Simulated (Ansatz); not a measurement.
Start from BaTiO$_{3}$ in the cubic perovskite structure (space group Pm-3m, No. 221; a = 3.935 Å).

Level of theory: Ansatz (a first-principles code), LDA, PAW, cutoff 420 eV, no spin-orbit coupling.

Base values:

| Quantity | Result |
|---|---|
| Band gap | 1.83 eV |
| Gap character | indirect, R → Γ |
| Pressure | -0.01 GPa |

Modification: every lattice vector is shortened by 1.20 %; the atoms relax in the strained cell.

**Question.** Predict the new band gap.

**Answer.** The band gap increases by 0.06 eV (1.83 eV → 1.89 eV).

**Question.** Estimate the effect on the gap character.

**Answer.** The gap character becomes direct at Γ (base: indirect, R → Γ).

**Question.** What happens to the energy relative to the base?

**Answer.** The energy grows by 10 meV/atom.

**Question.** What happens to the hole mass?

**Answer.** The hole mass (degenerate bands, along [100]) comes out as 0.31, 0.97, 0.97 mₑ (at Γ).

**Question.** How does this affect the pressure?

**Answer.** The pressure grows by 7.68 GPa to 7.67 GPa.

Masses are band curvatures over ±0.01 Å⁻¹ around the edge. Whether these cells are dynamically stable was not tested. All final runs are without spin polarisation. Many cubic perovskites are stable only at high temperature; tilts and polar distortions were not tested. This is not the structure that BaTiO3 has at room temperature and ambient pressure.
